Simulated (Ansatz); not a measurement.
Start from Bi in the A7 type structure (space group R-3m, No. 166; layered).

```
Bi
1.0
    2.26027     1.30497     4.00943
   -2.26027     1.30497     4.00943
    0.00000    -2.60994     4.00943
Bi
2
Cartesian
  0.00000   0.00000   2.81111
  0.00000   0.00000   9.21719
```

Cartesian axes are those of the cell as printed.

Calculations: Ansatz (a program for electronic structure), r2SCAN+rVV10, PAW, cutoff 500 eV, without spin-orbit coupling.

Strains are applied to the cell and any free atomic positions relax.

One change was made to it. Results:

The energy rises by 0.6 meV/atom; the pressure (mean of the normal stresses, compression positive) goes from zero to -0.3 GPa; the band gap stays zero.

Which of these changes matches the shifts?
A. uniaxial strain ε_yy = +0.83 %
B. uniaxial strain ε_yy = −1.05 %
C. isotropic strain +5.10 %
D. uniaxial strain ε_xx = −3.93 %

A, uniaxial strain ε_yy = +0.83 %. For comparison, the pressure in the other runs: isotropic strain +5.10 % gives -3.9 GPa; uniaxial strain ε_yy = −1.05 % gives 0.5 GPa; uniaxial strain ε_xx = −3.93 % gives 1.9 GPa.

With Bi present, leaving out spin-orbit coupling can change the band edges. Whether these cells are dynamically stable was not tested.
